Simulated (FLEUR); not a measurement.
## Short convergence ladders for Co (P-3m1, 2 atoms in the cell)

```yaml
crystal:
  lattice:
    - [1.26127, -2.18459, 0.00000]
    - [1.26127, 2.18459, 0.00000]
    - [0.00000, 0.00000, 4.09035]
  atoms:
    - { symbol: Co, position: [0.33333, 0.66667, 0.26222], spin: 2.0 }
    - { symbol: Co, position: [0.66667, 0.33333, 0.75000], spin: 2.0 }
```
(The spins are starting values, not results.)

Base method: LDA (Perdew-Zunger), all-electron FLAPW (FLEUR), scalar-relativistic valence run with FLEUR.

Base settings: Kmax = 3.6 1/bohr; GmaxXC = 14.4 1/bohr; xcFunctional = pz; jspins = 2; l_soc = F; mode = hist; fermiSmearingEnergy = 0.00367493 Htr; mesh (inpgen div1-3) = 7 7 4; inpgen gamma flag = true; Gmax = 14.4 1/bohr.

Core times come from one kind of shared machine, to one figure; runs under 30 s give none.

**Shifted k-point meshes**

In this ladder: kpt_gamma = false.

Only quantities that move along the ladder and can be compared are tabulated.

```csv
kpt_div,free energy less the last step's (meV/atom),largest difference of a force vector from the last step's (eV/Å),net moment (μB/atom),core time / last (rough)
4 4 2,-21.18,0.016,1.640,–
6 6 4,10.46,0.005,1.552,–
8 8 4,0.13,0.002,1.540,0.2
12 12 6,-0.22,0.001,1.575,0.5
14 14 8,0.00,0.000,1.574,1
```

Coarsest kpt_div that holds the forces within 0.01 eV/Å of the last step, with all finer ones: 6 6 4; the step before is off by 0.016 eV/Å.

Coarsest kpt_div that holds the free energy within 2 meV/atom of the last step, with all finer ones: 8 8 4, at about 0.2 of the last step's time; the step before is off by 10 meV/atom.

Coarsest kpt_div that holds the net moment within 0.05 μB/atom of the last step, with all finer ones: 6 6 4; the step before is off by 0.067 μB/atom.

**The k-point mesh at a smearing width of 0.05 eV**

In this ladder: fermiSmearingEnergy = 0.00183747 Htr. Moved along: kpt_gamma.

The second cell is the first with its lattice scaled by 0.98.

Only quantities that move along the ladder and can be compared are tabulated.

| kpt_div | free energy less the last step's (meV/atom) | energy of the compressed cell less the first (meV/atom) | largest difference of a force vector from the last step's (eV/Å) | net moment (μB/atom) | core time / last (rough) |
|---|---|---|---|---|---|
| 5 5 3 | 28.88 | -76.46 | 0.010 | 1.737 | – |
| 8 8 4 | -3.15 | -77.61 | 0.004 | 1.594 | – |
| 11 11 6 | -2.21 | -80.99 | 0.012 | 1.550 | 0.2 |
| 16 16 9 | 0.86 | -78.91 | 0.005 | 1.560 | 0.5 |
| 20 20 11 | 0.00 | -78.80 | 0.000 | 1.587 | 1 |

Coarsest kpt_div that holds the net moment within 0.05 μB/atom: not settled: the last two steps still differ by 0.026 μB/atom, over half the tolerance, so the ladder does not show it.

**The mesh under tetrahedron occupations**

In this ladder: mode = tetra; fermiSmearingEnergy = 0.0001 Htr.

Only quantities that move along the ladder and can be compared are tabulated.

```tsv
kpt_div	free energy less the last step's (meV/atom)	largest difference of a force vector from the last step's (eV/Å)	net moment (μB/atom)	core time / last (rough)
6 6 4	56.37	0.091	1.476	–
9 9 5	27.58	0.006	1.525	–
15 15 8	11.44	0.023	1.566	0.2
22 22 12	2.90	0.007	1.574	0.6
28 28 15	0.00	0.000	1.577	1
```

Coarsest kpt_div that holds the forces within 0.02 eV/Å of the last step, with all finer ones: 22 22 12; the step before is off by 0.023 eV/Å.

Coarsest kpt_div that holds the net moment within 0.01 μB/atom of the last step, with all finer ones: 22 22 12; the step before is off by 0.011 μB/atom.

Coarsest kpt_div that holds the free energy within 5 meV/atom: not settled: the last two steps still differ by 2.9 meV/atom, over half the tolerance, so the ladder does not show it.

On the base run: the starting cell has typed, rounded lattice constants, without a prior relaxation at this level. Its lattice was rescaled by up to half a per cent. One atom was moved a little off its site on purpose. The magnetic order is the one reached from the typed start; others were not searched systematically. Values depend on the basis (sphere radii, cutoffs, local orbitals), which need not be converged.
